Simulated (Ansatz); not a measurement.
Given:

```
CELL_PARAMETERS angstrom
      0.00780     2.03521     2.10765
      2.03634     0.01406     2.10139
      2.04906     2.04168     0.00133
ATOMIC_POSITIONS crystal
  Ag 0.00000 0.00000 0.00000
```

No spin polarisation.

The values are results of r2SCAN (Ansatz, a quantum-chemistry and plane-wave program, PAW, spin-orbit coupling left out), not measurements. k-mesh 28×28×28 (Γ-centred); smearing 0.1 eV (Fermi–Dirac).

**Question.** Predict the space group.

**Answer.** P-1 (No. 2).

**Question.** Estimate the stress (xx, yy, zz, yz, xz, xy; compression positive).

**Answer.** (-0.4, -0.3, -1.6, -0.1, 0.1, -0.6) GPa.

The cells carry an imposed strain or load. No phonon test of stability was made. The cell was made from Ag in the fcc (Cu type) structure (space group Fm-3m, No. 225) by this change: strain tensor (xx, yy, zz, yz, xz, xy) = (−0.65, −1.01, +2.52, +0.19, −0.12, +0.50) %.
